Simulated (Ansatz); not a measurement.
The starting structures come from a database of crystals and need not be the phases stable at ambient conditions.

 Where the default PAW files enter, the runs use the earlier of Ansatz's two default sets.

The decay constant κ of evanescent states in the gap governs leakage through a thin film.

Consider the following.

```yaml
crystal:
  lattice:
    - [5.23516, 0.00000, 0.00000]
    - [2.22937, 4.73675, 0.00000]
    - [0.46030, 0.29209, 7.43729]
  atoms:
    - { symbol: In, position: [0.00000, 0.00000, 0.00000] }
    - { symbol: Ag, position: [0.66834, 0.66834, 0.32069] }
    - { symbol: Ag, position: [0.33166, 0.33166, 0.67931] }
    - { symbol: Ag, position: [0.00000, 0.00000, 0.50000] }
    - { symbol: P, position: [0.33869, 0.33869, 0.20950] }
    - { symbol: P, position: [0.66131, 0.66131, 0.79050] }
    - { symbol: O, position: [0.75594, 0.75594, 0.60709] }
    - { symbol: O, position: [0.24406, 0.24406, 0.39291] }
    - { symbol: O, position: [0.23736, 0.23736, 0.05042] }
    - { symbol: O, position: [0.76264, 0.76264, 0.94958] }
    - { symbol: O, position: [0.77928, 0.32974, 0.79662] }
    - { symbol: O, position: [0.22072, 0.67026, 0.20338] }
    - { symbol: O, position: [0.67026, 0.22072, 0.20338] }
    - { symbol: O, position: [0.32974, 0.77928, 0.79662] }
```

Space group of this cell: C2/m. The cell is taken as given; by r2SCAN its mean pressure is -5.6 GPa.

Transport runs along the normal of the first two printed cell vectors.

The gap is the functional's own. No spin-orbit coupling. Mid-gap values are interpolated on the energy grid.

Question: Estimate the band gap and the smallest decay constant κ at mid-gap that r2SCAN in Ansatz (a first-principles code) returns for this system.

Answer: Gap 1.65 eV on a 6×6×4 mesh; κ = 0.272 1/Å, at the zone centre.
